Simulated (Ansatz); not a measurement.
Response to strain in KF

Base system: KF in the rock salt structure (space group Fm-3m, No. 225; a = 5.3068 Å).

Strains are applied to the cell and any free atomic positions relax.

All numbers come from Kohn–Sham DFT with the PBEsol functional, run in Ansatz (a first-principles code) with PAW and 420 eV plane waves, no spin-orbit coupling.

Candidates:
(a) isotropic strain −1.00 %
(b) isotropic strain +0.50 %
(c) isotropic strain −3.00 %

Before the change:

The width of the top valence band is 0.37 eV.

Task: Order them by width of the top valence band, lowest first.

Result: (b) isotropic strain +0.50 % (0.36 eV), (a) isotropic strain −1.00 % (0.40 eV), (c) isotropic strain −3.00 % (0.46 eV)

The levels and masses belong to the bands next to the band gap. No phonon test of stability was made.
